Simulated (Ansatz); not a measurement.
MoS2 (P-6m2, No. 187, 9 atoms in the cell; start mp-1025874; a measured phase of this formula has another space group) was calculated with r²SCAN (plane waves, PAW; Ansatz, a quantum-chemistry and plane-wave program).

The run printed, among other lines:

```
Crystal: 9 atoms, lattice volume = 160.905 Å³
Basis set: ecut = 560 eV, 4789 PW (Γ), exchange–correlation on 75×75×450 points (27 copies of the dense FFT grid, shifted against one another)
Bands: 48, of which v1, the nominal top of the filled ones, is band 39 counted from 1 (38 counted from 0)
Symmetry: 12 space group operations
Space group: P-6m2 (ITA 187), of the structure as read, at distance tolerance 5.4e-5 Å
k-points: 38 of 288 (time reversal used)
Functional: x = r2scan, c = r2scan; τ floored in thin density (d = 2e-4 eV/Å³)
SCF iter   1: F=—  HF=-20346.186311 eV  |F-HF|=—  |Δ(HF+E_count)|=         —  Δρ=1.04e-2  dr2=2.21e-1  dr2_τ=1.51e-1
SCF iter   2: F=—  HF=-20346.313598 eV  |F-HF|=—  |Δ(HF+E_count)|=   1.27e-1  Δρ=5.23e-3  dr2=1.70e-2  dr2_τ=7.65e-3
  ...
SCF iter   9: F=—  HF=-20346.325885 eV  |F-HF|=—  |Δ(HF+E_count)|=   6.39e-8  Δρ=2.14e-6  dr2=1.65e-8  dr2_τ=4.36e-10
SCF iter  10: F=-20346.325885 eV  HF=-20346.325885 eV  |F-HF|=6.18e-11  |Δ(HF+E_count)|=   7.04e-9  Δρ=5.10e-7  dr2=7.40e-10  dr2_τ=7.62e-11
SCF 1 converged in 10 iterations: F = -20346.325885 eV  dr2 = 7.40e-10
SCF converged after 10 iterations
Free energy (F): -20346.325885 eV
Internal energy: -20346.325885 eV  (E = F + TS)
E sigma→0 (E₀):  -20346.325885 eV
Fermi energy:    11.263881 eV
--- Forces (eV/Å), atoms counted from 1 ---
  atom   1  Mo     0.00000000     0.00000000     0.00000000
  atom   2  Mo     0.00000000    -0.00000000    -0.02494360
  atom   3  Mo     0.00000000    -0.00000000     0.02494360
  atom   4  S      0.00000000     0.00000000    -0.19776790
  atom   5  S      0.00000000     0.00000000     0.19776790
  atom   6  S      0.00000000    -0.00000000    -0.20322112
  atom   7  S      0.00000000    -0.00000000     0.20322112
  atom   8  S      0.00000000    -0.00000000    -0.16932881
  atom   9  S      0.00000000    -0.00000000     0.16932881
--- Stress (GPa, compression-positive) ---
        3.317019       0.000000       0.000000
        0.000000       3.317019       0.000000
        0.000000       0.000000       1.653538
  P = ⅓ Tr σ = 2.7625 GPa (27.625 kbar)
```

**Question.** Write an input file that could have produced this run (the log leaves some choices open).

**Answer.** Several could match; the one computed here: 
Ansatz 0.2 input:
```yaml
crystal:
  lattice:
    - [3.1493189381, 0.0, 0.0]
    - [-1.5746594691, 2.727390205, 0.0]
    - [0.0, 0.0, 18.7328850661]
  atoms:
    - { symbol: Mo, position: [0.6666666667, 0.3333333333, 0.0] }
    - { symbol: Mo, position: [0.3333333333, 0.6666666667, 0.6772309275] }
    - { symbol: Mo, position: [0.3333333333, 0.6666666667, 0.3227690725] }
    - { symbol: S, position: [0.3333333333, 0.6666666667, 0.0835879097] }
    - { symbol: S, position: [0.3333333333, 0.6666666667, 0.9164120903] }
    - { symbol: S, position: [0.6666666667, 0.3333333333, 0.7608466083] }
    - { symbol: S, position: [0.6666666667, 0.3333333333, 0.2391533917] }
    - { symbol: S, position: [0.6666666667, 0.3333333333, 0.4063759662] }
    - { symbol: S, position: [0.6666666667, 0.3333333333, 0.5936240338] }
basis:
  ecutwfc: 560
  ecutrho_ratio: 4
  xc_grid: 3
kpoints:
  mp_grid: { grid: [12, 12, 2] }
  band_path:
    path:
      - [0.0, 0.0, 0.0]
      - [0.045455, 0.0, 0.0]
      - [0.090909, 0.0, 0.0]
      - [0.136364, 0.0, 0.0]
      - [0.181818, 0.0, 0.0]
      - [0.227273, 0.0, 0.0]
      - [0.272727, 0.0, 0.0]
      - [0.318182, 0.0, 0.0]
      - [0.363636, 0.0, 0.0]
      - [0.409091, 0.0, 0.0]
      - [0.454545, 0.0, 0.0]
      - [0.5, 0.0, 0.0]
      - [0.472222, 0.055556, 0.0]
      - [0.444444, 0.111111, 0.0]
      - [0.416667, 0.166667, 0.0]
      - [0.388889, 0.222222, 0.0]
      - [0.361111, 0.277778, 0.0]
      - [0.333333, 0.333333, 0.0]
      - [0.307692, 0.307692, 0.0]
      - [0.282051, 0.282051, 0.0]
      - [0.25641, 0.25641, 0.0]
      - [0.230769, 0.230769, 0.0]
      - [0.205128, 0.205128, 0.0]
      - [0.179487, 0.179487, 0.0]
      - [0.153846, 0.153846, 0.0]
      - [0.128205, 0.128205, 0.0]
      - [0.102564, 0.102564, 0.0]
      - [0.076923, 0.076923, 0.0]
      - [0.051282, 0.051282, 0.0]
      - [0.025641, 0.025641, 0.0]
      - [0.0, 0.0, 0.5]
      - [0.045455, 0.0, 0.5]
      - [0.090909, 0.0, 0.5]
      - [0.136364, 0.0, 0.5]
      - [0.181818, 0.0, 0.5]
      - [0.227273, 0.0, 0.5]
      - [0.272727, 0.0, 0.5]
      - [0.318182, 0.0, 0.5]
      - [0.363636, 0.0, 0.5]
      - [0.409091, 0.0, 0.5]
      - [0.454545, 0.0, 0.5]
      - [0.5, 0.0, 0.5]
      - [0.472222, 0.055556, 0.5]
      - [0.444444, 0.111111, 0.5]
      - [0.416667, 0.166667, 0.5]
      - [0.388889, 0.222222, 0.5]
      - [0.361111, 0.277778, 0.5]
      - [0.333333, 0.333333, 0.5]
      - [0.307692, 0.307692, 0.5]
      - [0.282051, 0.282051, 0.5]
      - [0.25641, 0.25641, 0.5]
      - [0.230769, 0.230769, 0.5]
      - [0.205128, 0.205128, 0.5]
      - [0.179487, 0.179487, 0.5]
      - [0.153846, 0.153846, 0.5]
      - [0.128205, 0.128205, 0.5]
      - [0.102564, 0.102564, 0.5]
      - [0.076923, 0.076923, 0.5]
      - [0.051282, 0.051282, 0.5]
      - [0.025641, 0.025641, 0.5]
    npoints: 1
hamiltonian:
  xc: r2scan
  dispersion: none
  pseudopotentials: { kind: paw }
scf:
  occupations: { method: fermi_dirac, width: 0.01 }
  convergence: { dr2_threshold: 0.0000000009 }
output:
  forces: true
  stress: true
  eigenvalues: true
  write_bands: true
```

The PAW data were made under PBE.

Note: cell and atoms aren't relaxed at this level (largest force component 0.20 eV/Å, pressure 2.8 GPa). Note: the cell has widely spaced layers and the level no dispersion term, so their spacing and the moduli can rest on weak binding.

A start named mp-… is a Materials Project structure, which need not be a measured phase.
